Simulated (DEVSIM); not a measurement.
Device: Al/SiO2/p-Ge capacitor, at 250 K.

Layer 1 from the left is SiO2, thickness (nm) 10.0. Layer 2 from the left is Ge, thickness (nm) 470, Na (cm⁻³) 1.6e18.

Metal gate on the left, work function 4.1 eV. Fixed charge at the semiconductor interface 7.9e11 cm⁻² (in units of +e); interface traps 6e11 cm⁻² eV⁻¹, uniform in energy, neutral level at 0.5 of the gap above the valence band.

The device is made up for the run: typed textbook-type constants, with dimensions and the other settings drawn at random. Values at 300 K; Nc and Nv go as T^1.5, mobilities as T to minus their exponent, the gap by Varshni's rule with the affinity fixed.

SiO2: gap (eV) 9, affinity (eV) 0.9, permittivity 3.9. Ge: gap (eV) 0.664, affinity (eV) 4, permittivity 16, Nc (cm⁻³) 1.04e19, Nv (cm⁻³) 6e18, Varshni α (eV/K) 0.000477, Varshni β (K) 235.

DEVSIM, 1D Poisson equation in equilibrium, Boltzmann statistics, complete ionisation; no quantum confinement or tunnelling. Metal contacts follow the ideal Schottky-Mott rule: no Fermi-level pinning, no interface dipoles.

Question: What does the simulation give for the flat-band voltage, the minimum of the low-frequency capacitance?

Answer: flat-band voltage -1.02 V; minimum of the low-frequency capacitance 0.232 μF/cm².
